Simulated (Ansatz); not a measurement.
**MoS2: response to strain**

The reference is MoS2 in the 3R-MoS2 type structure (space group R3m, No. 160; layered, stacked along the Cartesian z axis).

```yaml
crystal:
  lattice:
    - [1.58770, 0.91666, 6.19535]
    - [-1.58770, 0.91666, 6.19535]
    - [0.00000, -1.83332, 6.19535]
  atoms:
    - { symbol: Mo, position: [0.00000, 0.00000, 0.00000] }
    - { symbol: S, position: [0.75029, 0.75029, 0.75029] }
    - { symbol: S, position: [0.58300, 0.58300, 0.58300] }
```

Cartesian axes are those of the cell as printed.

Strains are applied to the cell and any free atomic positions relax; under biaxial strain the out-of-plane vector relaxes too.

The values are results of Kohn–Sham DFT with the r2SCAN+rVV10 functional, run in Ansatz (a first-principles code) with PAW and 500 eV plane waves, scalar-relativistic without spin-orbit coupling, earlier PAW set, not measurements.

Candidates:
(a) biaxial strain −3.33 %, plane normal [001], relaxed out of plane
(b) tensor shear ε_yz = +3.15 %
(c) uniaxial strain ε_yy = +1.26 %
(d) uniaxial strain ε_xx = +0.25 %

Notes on the quantities. energy relative to the base: free energy F.

Q: Order them by energy relative to the base, lowest first.

A: (d) uniaxial strain ε_xx = +0.25 % (+0.1 meV/atom), (c) uniaxial strain ε_yy = +1.26 % (+2.0 meV/atom), (b) tensor shear ε_yz = +3.15 % (+4.3 meV/atom), (a) biaxial strain −3.33 %, plane normal [001], relaxed out of plane (+38 meV/atom)

Stability against distortions was not tested.
